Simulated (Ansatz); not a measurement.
Seebeck coefficient (μV/K, mean over directions) of n-type RbLuSe2 (R-3m) against carrier density, PBEsol, rigid bands run with Ansatz (a program for electronic structure). Computed gap 1.76 eV; densities at which minority carriers matter at this gap, or further valleys turn the trend, are left out. Conductivity mass 0.47 mₑ (harmonic mean over directions), N_c = 3.6e19 cm⁻³ at 300 K.

| electron density | 300 K | 500 K |
|---|---|---|
| 1e16 cm⁻³ | -920 | -988 |
| 1e17 cm⁻³ | -722 | ? |
| 1e18 cm⁻³ | ? | -591 |
| 3e18 cm⁻³ | -430 | -497 |
| 1e19 cm⁻³ | -327 | -394 |
| 3e19 cm⁻³ | -237 | -301 |
| 1e20 cm⁻³ | -147 | -204 |
| 3e20 cm⁻³ | ? | -127 |
| 1e21 cm⁻³ | -39 | -65 |

Problem. Complete the blanks.

Solution. 
- 1e17 cm⁻³, 500 K: -789
- 1e18 cm⁻³, 300 K: -524
- 3e20 cm⁻³, 300 K: -83

Rigid bands with a gap fixed in temperature, one relaxation time for all states, no polarons or phonon drag, and whether or not such doping can be reached. Spin-orbit coupling is left out.

Formula and space group known from diffraction (Crystallography Open Database), not checked to be the room-temperature form: RbLuSe2 (R-3m).
